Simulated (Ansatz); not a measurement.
Data:

```yaml
crystal:
  lattice:
    - [0.00000, 1.80487, 1.80487]
    - [1.80487, 0.00000, 1.80487]
    - [1.80487, 1.80487, 0.00000]
  atoms:
    - { symbol: N, position: [0.25000, 0.25000, 0.25000] }
    - { symbol: B, position: [0.00000, 0.00000, 0.00000] }
```

No spin polarisation.

Computed with r2SCAN (Ansatz, a first-principles code, PAW, without spin-orbit coupling). Γ-centred 16×16×16 mesh, Fermi–Dirac width 0.05 eV.

### Question
Predict the gap character.

### Answer
Indirect, Γ → X.

### Question
Predict the electron mass.

### Answer
0.87 mₑ along k, 0.29 mₑ across (at X).

Masses are band curvatures over ±0.01 Å⁻¹ around the edge. Along k means along the line from Γ to the band edge. Stability against distortions was not tested. The cell was made from BAs by this change: As → N.
